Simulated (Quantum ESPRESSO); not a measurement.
Quantum ESPRESSO is run on I (Cmce, 4 atoms in the cell), and the run fails. The aim is a zone-centre phonon calculation with DFT, PBE, plane waves, SSSP 1.1.2 efficiency (PBE) pseudopotentials.

The self-consistent step had converged with these keywords: prefix = scf; ecutwfc = 35 Ry; ecutrho = 280 Ry; occupations = smearing; smearing = gauss; degauss = 0.000734986 Ry; potentials = {I: I.pbe-n-kjpaw_psl.0.2.UPF}; K_POINTS = automatic 7 7 3 0 0 0; conv_thr = 1e-09 Ry. The next shown step is ph.x.

Input:

```fortran
phonons at the zone centre
&INPUTPH
 prefix = 'scf'
 outdir = './out'
 tr2_ph = 1.0d-14
 fildyn = 'dyn.G'
 niter_ph = 3
/
0.0 0.0 0.0
```

The program printed (abridged):

```
     Representation #   1 mode #   1

     Self-consistent Calculation

      iter #   1   av.it.:   4.9
      thresh= 1.000E-02 alpha_mix =  0.700 |ddv_scf|^2 =  5.355E-07

      iter #   2   av.it.:  10.4
      thresh= 7.317E-05 alpha_mix =  0.700 |ddv_scf|^2 =  2.404E-07

      iter #   3   av.it.:   9.9
      thresh= 4.903E-05 alpha_mix =  0.700 |ddv_scf|^2 =  1.455E-09
     End of self-consistent calculation

     No convergence has been achieved
   JOB DONE.
STOP 1
```

Q: Diagnose the run.

A: The fault is an iteration limit that is too low. The loop is cut before its threshold is met, so whatever is printed at the end is not self-consistent. To fix it, raise the limit, or leave it to the default. The run ended unconverged in one of its stages.

On the sound input: the starting cell has typed, rounded lattice constants, without a prior relaxation at this level. Its lattice was rescaled by a random factor within 2.5 % of one.
